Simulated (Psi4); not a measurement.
Psi4 1.11, TPSS/def2-svp: V(NH)(OH)2(NH2) ([NH]=[V]([NH2])([OH])[OH]), 10 atoms. The geometry is a generated start, not checked to be a minimum at this level.

| Item | Value |
|---|---|
| task | energy |
| method | tpss |
| basis | def2-svp |
| memory | 3 GB |
| maxiter | 100 |
| keys of the molecule block | symmetry c1 |
| scf_type | df (default) |
| e_convergence | 1e-06 (default) |
| d_convergence | 1e-06 (default) |
| dft_radial_points | 75 (default) |
| dft_spherical_points | 302 (default) |
| basis functions | 112 |
| grid points | 216749 |

```xyz
10

V      0.2645     0.0517    -0.1416
N     -0.1413    -1.4372    -0.5305
H     -0.3344    -2.3890    -0.8310
O      1.6393     0.0654     0.7877
H      2.3749    -0.3932     1.1908
O      0.2259     1.0525    -1.4587
H      0.1405     1.2157    -2.3979
N     -1.1036     0.4736     0.9033
H     -1.1475     1.4170     1.2864
H     -1.9184    -0.0565     1.1916
```

Charge 0 and multiplicity 1 are set for this test and not shown to be the ground state.

With the defaults (diis_max_vecs = 10, diis = true, scf_initial_accelerator = adiis, damping_percentage = 0, level_shift = 0, level_shift_cutoff = 0.01, guess = auto, which took SAD, diis_start = 1) it converges in 13 SCF iterations. One run each on 2 threads, with these changes:
- diis_start = 4
- guess = huckel
- guess = gwh
- diis_max_vecs = 3
- guess = sadno
- guess = sapgau
- level_shift = 0.1, level_shift_cutoff = 0.001
- diis = false, scf_initial_accelerator = none, damping_percentage = 60
- level_shift = 0.5, level_shift_cutoff = 0.001

### Question
Name the settings that don't reach the solution of the defaults.

### Answer
No convergence: diis_max_vecs = 3; diis = false, scf_initial_accelerator = none, damping_percentage = 60 (the run ends without SCF convergence in 100 iterations). The rest reach the solution of the defaults.

| setting | SCF iterations | end |
|---|---|---|
| level_shift = 0.5, level_shift_cutoff = 0.001 | 11 | same solution |
| guess = huckel | 12 | same solution |
| guess = sapgau | 12 | same solution |
| level_shift = 0.1, level_shift_cutoff = 0.001 | 12 | same solution |
| guess = sadno | 12 | same solution |
| the defaults | 13 | same solution |
| guess = gwh | 17 | same solution |
| diis_start = 4 | 21 | same solution |
| diis_max_vecs = 3 | 100 | no convergence |
| diis = false, scf_initial_accelerator = none, damping_percentage = 60 | 100 | no convergence |

1 further run of the study ended by our limits or in an error and is left out.
